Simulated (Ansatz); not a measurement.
Start from AgCl in the rock salt structure (space group Fm-3m, No. 225; a = 5.4475 Å). Axes: x, y, z lie along the cube axes.

Level of theory: PBEsol/PAW in Ansatz (a first-principles code), without spin-orbit coupling.

Before the change:

The band gap is 0.72 eV. The electron mass is 0.25 mₑ (at Γ).

One thing is altered: uniaxial strain ε_zz = −0.50 %, all other strain components held at zero, atoms relaxed at fixed cell.

Estimate the effect on the stress.

The stress (xx, yy, zz, yz, xz, xy; compression positive) comes out as (0.24, 0.24, 0.40, 0.00, 0.00, 0.00) GPa.

Estimate the effect on the band gap.

The band gap decreases by 0.017 eV to 0.71 eV.

How does this affect the electron mass?

The electron mass stays 0.25 mₑ (at Γ).

What does the calculation give for the energy relative to the base after the change?

The energy hardly moves.

Masses are band curvatures over ±0.01 Å⁻¹ around the edge. Stability against distortions was not tested.
